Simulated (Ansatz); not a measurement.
System: PtPb (P6₃/mmc, No. 194; start mp-1066274; cell taken from a computed entry). Method: LDA in Ansatz (PAW).

Numerical settings: plane-wave cutoff 500 eV, 18×18×10 k mesh (along the axes of the cell as run), Fermi–Dirac smearing 0.1 eV, scalar-relativistic PAW data made under PBE.

Computed at the level's own relaxed cell.

**Question.** Estimate the equilibrium volume per atom, lattice parameter a and c axis length that the calculation returns.

**Answer.** 
- equilibrium volume per atom = 21.37 Å³/atom
- lattice parameter a = 4.257 Å
- c axis length = 5.445 Å

The run finds no gap.

Note: the relaxation could not lower the start's symmetry, so the cell can be a saddle point above a distorted one.

Spin–orbit coupling is not included; it can shift volumes and moduli of such heavy elements.

Computed values are for the static lattice.

A start named mp-… is a Materials Project structure, which need not be a measured phase.

Ansatz is an electronic-structure program.
